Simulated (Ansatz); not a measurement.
**The (111) surface of fcc Ag in its 1x1 cell, outermost plane spacing 2.40 Å in the ideal cut**

Level of theory: r2SCAN, at the PBE geometry (plane waves to 500 eV, PAW; Ansatz, a quantum-chemistry and plane-wave program).

Slab: 5 atoms, 9.6 Å thick at the start (thin: gaps and levels are the slab's own); k 15x15x1, smearing 0.1 eV, dipole-corrected; single point; on the structure that PBE left under its start's symmetry; no spin, no spin-orbit, no U.

The surface energy (mean of both faces) is 0.90 J/m². The work function of the top face is 4.43 eV and the cost is roughly 40 core-seconds.
